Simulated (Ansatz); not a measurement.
Base system: AlAs in the zinc blende structure (space group F-43m, No. 216).

```
AlAs
1.0
    0.00000     2.83733     2.83733
    2.83733     0.00000     2.83733
    2.83733     2.83733     0.00000
As Al
1 1
Direct
  0.75000   0.75000   0.75000
  0.00000   0.00000   0.00000
```

Calculations: PBEsol (Ansatz, a quantum-chemistry and plane-wave program), scalar-relativistic without spin-orbit coupling.

Before the change:

The band gap is 1.34 eV and the density is 3.70 g/cm³. The smallest direct gap comes out as 1.91 eV and the gap character is indirect, Γ → X.

The change: B takes the place of Al on all its sites, then cell and atoms are relaxed.

What does the calculation give for the band gap, density, smallest direct gap and gap character after the change?

The band gap drops by 0.26 eV, from 1.34 eV to 1.08 eV; the density increases by 1.55 g/cm³ (3.70 g/cm³ → 5.25 g/cm³); the smallest direct gap goes up by 1.345 eV, from 1.91 eV to 3.25 eV; the gap character becomes indirect, Γ → Γ–X (82 % along) (base: indirect, Γ → X).

No phonon test of stability was made.
